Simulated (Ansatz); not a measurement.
System: V-vacancy pair (V on one host Ru site, one Ru site vacant) in hcp Ru (neutral cell). These are PBE, PAW (plane waves to 420 eV; Ansatz, an electronic-structure program) values and carry that method's errors.

36-site cell at the relaxed PBE lattice, a 2×2×2 k-point mesh shifted by half a step along c, smearing 0.10 eV, spin-restricted, no finite-size correction. No zero-point or tunnelling terms. Forms of the defect that were not tried may lie lower.

Barriers: single points on a 4×4×4 k-point mesh shifted by half a step along c at the bands' geometries (they differ from the bands' own by up to 0.18 eV, and are uncertain by about as much).

Relaxed starting cell (atoms counted from 1):

```xyz
35
Lattice="8.1642 0.0000 0.0000 -4.0821 7.0704 0.0000 0.0000 0.0000 8.5861" Properties=species:S:1:pos:R:3 pbc="T T T"
V      0.0145     1.5449     1.0678
Ru    -0.0098     1.5690     5.3613
Ru    -1.3538     3.9437     1.0685
Ru    -1.3747     3.9206     5.3613
Ru    -2.7224     6.2856     1.0680
Ru    -2.7243     6.2782     5.3610
Ru     2.7183     1.5837     1.0679
Ru     2.7355     1.5739     5.3613
Ru     1.3693     3.9095     1.0682
Ru     1.3725     3.9224     5.3612
Ru    -0.0040     6.2638     1.0682
Ru     0.0043     6.2932     5.3610
Ru     5.4467     1.5790     5.3611
Ru     4.0775     3.9307     1.0685
Ru     4.0896     3.9188     5.3614
Ru     2.7334     6.2713     1.0681
Ru     2.7300     6.2823     5.3609
Ru     1.3544     0.7879     3.2128
Ru     1.3543     0.7877     7.5095
Ru    -0.0109     3.1261     3.2177
Ru    -0.0109     3.1265     7.5038
Ru    -1.3613     5.5107     3.2181
Ru    -1.3614     5.5105     7.5047
Ru     4.1100     0.7937     3.2005
Ru     4.1102     0.7936     7.5221
Ru     2.7287     3.1316     3.2088
Ru     2.7288     3.1318     7.5131
Ru     1.3595     5.5055     3.2166
Ru     1.3595     5.5054     7.5064
Ru     6.7915     0.7890     3.2066
Ru     6.7913     0.7891     7.5167
Ru     5.4549     3.1105     3.1969
Ru     5.4549     3.1108     7.5240
Ru     4.0904     5.5032     3.2125
Ru     4.0904     5.5031     7.5102
```

End state 1 differs by these moves (Å; atoms that move under 0.08 Å are left out):

```tsv
atom	element	Δx	Δy	Δz
1	V	-2.75	0.00	0.00
```

Problem. Estimate the forward and backward barriers to end state 1 that PBE, PAW returns for this input.

Solution. forward 1.45 eV, backward 1.45 eV; at the saddle point atom 1 has neighbours Ru at 2.38, 2 Ru at 2.42, Ru at 2.59, 4 Ru at 2.88 Å. The saddle point's order was not checked, and it lies on a symmetry element of the cell, where a band can be held.
